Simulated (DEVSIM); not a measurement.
# Si p-n junction from an implanted or diffused profile

Structure: Si p-n junction from an implanted or diffused profile, at 300 K.

```tsv
layer (left to right)	material	thickness (μm)	Nd (cm⁻³)	τn (s)	τp (s)
1	Si	17.0	2.7e14	0.00012	0.00012
```

Added acceptor profile: 1.4e18 cm⁻³ × exp(−(x − 0 μm)²/(2·(0.072 μm)²)). Left contact: ohmic. Right contact: ohmic. Voltage is applied to the left contact. Recombination: SRH at mid-gap, Auger. Mobility is μmin + (μ − μmin)/(1 + (N/Nref)^α).

Constants are typed, rounded textbook-type inputs, not results; the design itself was drawn at random and stands for no fabricated device. Values at 300 K.

```tsv
parameter	Si
gap (eV)	1.124
affinity (eV)	4.05
permittivity	11.7
Nc (cm⁻³)	2.86e19
Nv (cm⁻³)	3.1e19
μn (cm²/Vs)	1417
μp (cm²/Vs)	470
μn,min	52
μp,min	45
Nref,n	9.7e16
Nref,p	2.2e17
αn	0.68
αp	0.72
Cn (cm⁶/s)	2.8e-31
Cp (cm⁶/s)	9.9e-32
```

DEVSIM, 1D drift-diffusion, Boltzmann statistics, complete ionisation; no tunnelling, impact ionisation, image-force lowering or self-heating.

| Quantity | Value |
|---|---|
| Potential step across the device at zero bias | 0.745 V |
| Dark forward voltage at 1 A/cm² | 0.573 V |
| Dark forward voltage at 100 A/cm² | 0.811 V |

Dark forward current:

```json
[
 {"V (V)": "0.05", "J (A/cm²)": "3.6e-9"},
 {"V (V)": "0.10", "J (A/cm²)": "2.7e-8"},
 {"V (V)": "0.15", "J (A/cm²)": "1.9e-7"},
 {"V (V)": "0.20", "J (A/cm²)": "1.3e-6"},
 {"V (V)": "0.30", "J (A/cm²)": "6.0e-5"},
 {"V (V)": "0.35", "J (A/cm²)": "0.00041"},
 {"V (V)": "0.40", "J (A/cm²)": "0.0028"},
 {"V (V)": "0.45", "J (A/cm²)": "0.019"},
 {"V (V)": "0.50", "J (A/cm²)": "0.11"},
 {"V (V)": "0.55", "J (A/cm²)": "0.54"},
 {"V (V)": "0.60", "J (A/cm²)": "2.0"},
 {"V (V)": "0.70", "J (A/cm²)": "18"},
 {"V (V)": "0.75", "J (A/cm²)": "44"},
 {"V (V)": "0.80", "J (A/cm²)": "89"},
 {"V (V)": "0.85", "J (A/cm²)": "150"},
 {"V (V)": "0.90", "J (A/cm²)": "230"},
 {"V (V)": "0.95", "J (A/cm²)": "310"},
 {"V (V)": "1.05", "J (A/cm²)": "470"},
 {"V (V)": "1.10", "J (A/cm²)": "540"},
 {"V (V)": "1.15", "J (A/cm²)": "600"},
 {"V (V)": "1.20", "J (A/cm²)": "660"},
 {"V (V)": "1.25", "J (A/cm²)": "710"},
 {"V (V)": "1.30", "J (A/cm²)": "760"},
 {"V (V)": "1.35", "J (A/cm²)": "810"},
 {"V (V)": "1.45", "J (A/cm²)": "890"},
 {"V (V)": "1.50", "J (A/cm²)": "930"},
 {"V (V)": "1.55", "J (A/cm²)": "970"},
 {"V (V)": "1.60", "J (A/cm²)": "1000"}
]
```
